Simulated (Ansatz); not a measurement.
Levels about the gap of amorphous In9Ga9Zn9O37Na2 (66 atoms in a cell of 836 Å³, 5.73 g/cm³; zone centre alone, so wide bands show as single levels with stretches between that a denser mesh fills), at the geometry that PBE relaxed, where it gives 1.8 GPa on a denser mesh. The participation number counts the atoms over which a state spreads; weights are charges in smoothed Voronoi cells. The levels come from a single point, so bond lengths are those of that geometry. Method of the levels: PBE, scalar-relativistic without spin-orbit coupling (Ansatz, a program for electronic structure). Sampling: the zone centre alone; Fermi-Dirac width 0.02 eV; no spin polarisation. At PBE the levels at the filled edge of the gap are localised (band-tail or defect states).

The cell was made by melting and quenching with the CHGNet potential and then relaxed with DFT. O atoms were pushed apart under 1.9 Å during the dynamics, to hinder bonds among them. The hot cell started wider than the set density and was brought back towards it in steps. It is the lowest in DFT energy of 2 quenches. It is a model cell: composition and starting density were chosen by hand, and all elements were melted together. No dispersion term was used. Its density started from a set value of 5.73 and ended at 5.73 g/cm³. The simulated quench (nominally 210 K/ps over its main leg) is rapid and tends to freeze in more defects than a deposited or slowly cooled glass has. One small periodic cell is one sample of the glass; other quenches scatter about these values. The volume was held where the preparation left it and the shape relaxed, at a PBE pressure of 1.8 GPa. Stress components on the final sampling reach 2.1 GPa.

```json
[
 {"E - E(highest filled), eV": "-0.41", "filling": "filled", "participation number": "17.4", "largest on": "O, 3 neighbours", "weight O": "0.84", "weight In": "0.02", "weight Zn": "0.12", "weight Ga": "0.02"},
 {"E - E(highest filled), eV": "-0.35", "filling": "filled", "participation number": "20.4", "largest on": "O, 3 neighbours", "weight O": "0.82", "weight In": "0.02", "weight Zn": "0.15", "weight Ga": "0.02"},
 {"E - E(highest filled), eV": "-0.34", "filling": "filled", "participation number": "15.8", "largest on": "O, 3 neighbours", "weight O": "0.84", "weight In": "0.02", "weight Zn": "0.13", "weight Ga": "0.01"},
 {"E - E(highest filled), eV": "-0.26", "filling": "filled", "participation number": "16.9", "largest on": "O, 3 neighbours", "weight O": "0.82", "weight In": "0.01", "weight Zn": "0.15", "weight Ga": "0.01"},
 {"E - E(highest filled), eV": "-0.24", "filling": "filled", "participation number": "18.8", "largest on": "O, 3 neighbours", "weight O": "0.82", "weight In": "0.02", "weight Zn": "0.15", "weight Ga": "0.01"},
 {"E - E(highest filled), eV": "-0.14", "filling": "filled", "participation number": "9.2", "largest on": "O, 3 neighbours", "weight O": "0.87", "weight In": "0.02", "weight Zn": "0.10", "weight Ga": "0.01"},
 {"E - E(highest filled), eV": "0.00", "filling": "filled", "participation number": "7.6", "largest on": "O, 3 neighbours", "weight O": "0.87", "weight In": "0.02", "weight Zn": "0.10", "weight Ga": "0.01"},
 {"E - E(highest filled), eV": "0.80", "filling": "empty", "participation number": "61.4", "largest on": "In, 5 neighbours", "weight O": "0.51", "weight In": "0.19", "weight Zn": "0.14", "weight Ga": "0.13"},
 {"E - E(highest filled), eV": "3.37", "filling": "empty", "participation number": "28.6", "largest on": "In, 5 neighbours", "weight O": "0.58", "weight In": "0.22", "weight Zn": "0.09", "weight Ga": "0.11"},
 {"E - E(highest filled), eV": "3.59", "filling": "empty", "participation number": "41.9", "largest on": "In, 6 neighbours", "weight O": "0.57", "weight In": "0.19", "weight Zn": "0.13", "weight Ga": "0.08"},
 {"E - E(highest filled), eV": "3.81", "filling": "empty", "participation number": "37.0", "largest on": "In, 6 neighbours", "weight O": "0.58", "weight In": "0.25", "weight Zn": "0.08", "weight Ga": "0.08"},
 {"E - E(highest filled), eV": "3.94", "filling": "empty", "participation number": "41.0", "largest on": "In, 6 neighbours", "weight O": "0.57", "weight In": "0.23", "weight Zn": "0.10", "weight Ga": "0.08"},
 {"E - E(highest filled), eV": "4.03", "filling": "empty", "participation number": "41.7", "largest on": "In, 6 neighbours", "weight O": "0.60", "weight In": "0.19", "weight Zn": "0.05", "weight Ga": "0.14"},
 {"E - E(highest filled), eV": "4.21", "filling": "empty", "participation number": "43.2", "largest on": "In, 6 neighbours", "weight O": "0.59", "weight In": "0.18", "weight Zn": "0.10", "weight Ga": "0.12"}
]
```

Most localised among these is the filled level at +0.00 eV, on a O atom, which has 3 neighbours (Zn 1.90 Å, In 2.07 Å, In 2.11 Å).
